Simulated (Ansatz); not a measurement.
A calculation on NiO2 (R-3m, No. 166, 3 atoms in the cell; start mp-35925) returned lattice constant a 2.758 Å, lattice parameter c 14.128 Å, cohesive energy 5.54 eV/atom, band gap 0.88 eV.

**Question.** Which level of theory produced these numbers?
A) PBEsol (Ansatz (a first-principles code))
B) LDA (Ansatz)
C) r²SCAN+rVV10 (Ansatz)
D) r²SCAN (Ansatz)

**Answer.** B, LDA (Ansatz)

The others give: r²SCAN+rVV10 2.767 Å, 14.389 Å, 4.45 eV/atom, 1.47 eV; PBEsol 2.783 Å, 16.709 Å, 4.85 eV/atom, 1.18 eV; r²SCAN 2.774 Å, 15.344 Å, 4.32 eV/atom, 1.60 eV.

Unless a cell is named, each level is at its own relaxed cell (LDA 10.34, PBEsol 12.46, r²SCAN 11.36, r²SCAN+rVV10 10.60 Å³/atom).

Density-functional gaps are differences of (generalised) Kohn–Sham levels.

The crystal itself was run without spin with r²SCAN+rVV10, PBEsol, r²SCAN, LDA; a magnetic state was not tried in these runs.

Caveats: the relaxation could not lower the start's symmetry, so the cell can be a saddle point above a distorted one (r²SCAN+rVV10, PBEsol, r²SCAN, LDA). Ansatz's density-functional and Hartree–Fock values are scalar-relativistic unless marked +SOC, with PAW data made under PBE.

A start named mp-… is a Materials Project structure, which need not be a measured phase.
